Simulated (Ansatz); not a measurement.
## Surface dipole against coverage: K on hcp Ru (0001)

One K atom in each cell of a four-layer slab of hcp Ru (0001), started at a threefold hollow (fcc) site; the adatom and the upper two layers relax, with a dipole correction. Δφ is the change of the top face's work function against the clean slab's 5.02 eV. By the Helmholtz relation an adatom's dipole is μ = |Δφ|/(0.377 eV × n) in debye, for n adatoms per nm². In Topping's model neighbouring dipoles depolarise each other, so that 1/μ = (1 + 9α·n^(3/2))/μ0 is a line in x = n^(3/2). Computed with PBE (plane waves to 420 eV, PAW; Ansatz, a quantum-chemistry and plane-wave program). All cells sample the k points of the 1×1 cell's 12×12×1 mesh, with Fermi-Dirac smearing of 0.1 eV (energies taken to zero smearing), without spin polarisation or spin-orbit coupling.

```csv
cell,x (nm⁻³),1/μ (1/D),n (nm⁻²),Δφ (eV)
4×3,1.48,0.208,1.30,-2.36
3×3,2.28,0.225,1.73,-2.89
4×2,2.72,0.246,1.95,-2.98
3×2,4.19,0.282,2.60,-3.47
2×2,7.70,?,3.90,?
```

Taking a straight line for 1/μ over the 4 complete rows: With u = x - 2.7, the rows have u = -1.2200, -0.4200, 0.0200, 1.4900. Means: u -0.032500, 1/μ 0.2403. About the means, the sum of products is 0.10807 and the sum of squares of u is 3.8811; the slope is their ratio. Least squares gives 1/μ = 0.2412 + 0.02785·u. Residuals (row less fit): 0.0008, -0.0045, 0.0042, -0.0007; standard error 0.0044 (degrees of freedom: 2). At x = 0 the line gives 1/μ0 = 0.166, so a lone adatom carries about 6.0 D, its positive end outward; slope over intercept is 9α, which puts α at roughly 19 Å³, a figure that hangs on Δφ's last digit.

**Question.** What does the fit predict for 1/μ at x = 7.70, and how far is the calculated value from it?

**Answer.** u = 5.0000, so 1/μ = 0.2412 + 0.02785 × 5.0000 = 0.3804 1/D. The calculation gives 0.435 1/D, 0.0546 1/D above the prediction (24.1 % of the range of 1/μ in the table). The row lies outside the fitted rows, so this is an extrapolation.

The model takes a square or triangular net of point dipoles; the 4×2, 3×2 and 4×3 nets are stretched, and dense layers bond among themselves. Only series are tabulated where Δφ keeps its sign and exceeds 0.12 eV, and the fitted rows scatter about the line by under a tenth of the table's range (standard error).

As a change of work function, the prediction is 0.377 × 3.90/0.380 = 3.87 eV in size, against 3.38 eV from the run.

Each row is one calculation, so residuals can be the form's limits or numerical noise.
